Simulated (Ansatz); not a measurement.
## Effect of tensor shear ε_xy = +1.14 % on Pd

Take Pd in the fcc (Cu type) structure (space group Fm-3m, No. 225; a = 3.910 Å; relaxed with 0.1 eV smearing) as the base. Axes: x, y, z lie along the cube axes.

It is then changed as follows: tensor shear ε_xy = +1.14 % (engineering shear γ = 0.0228); the atoms relax in the strained cell.

All numbers come from DFT with r2SCAN, PAW potentials and a 500 eV plane-wave cutoff in Ansatz (a quantum-chemistry and plane-wave program), scalar-relativistic without spin-orbit coupling. Settings: 29×29×29 k-points, 0.1 eV Fermi–Dirac smearing.

```csv
quantity,base,changed,shift
volume per atom,14.95 Å³,14.95 Å³,0.00 Å³
space group,Fm-3m (No. 225),Immm (No. 71),–
shortest interatomic distance,2.765 Å,2.734 Å,-0.0315 Å
energy relative to the base (free energy F),0 meV/atom,+1.8 meV/atom,+1.8 meV/atom
"pressure (mean of the normal stresses, compression positive)",0.0 GPa,0.1 GPa,+0.1 GPa
band gap,zero,zero,–
"stress (xx, yy, zz, yz, xz, xy; compression positive)",–,"(0.2, 0.2, 0.0, 0.0, 0.0, -1.7) GPa",–
```

Cost of the whole job for the changed cell (relaxation, final SCF and bands): around 2.7 core-minutes (rough).

Stability against distortions was not tested. All final runs are without spin polarisation. Pd has a high density of states at the Fermi level and may be magnetic at this level.
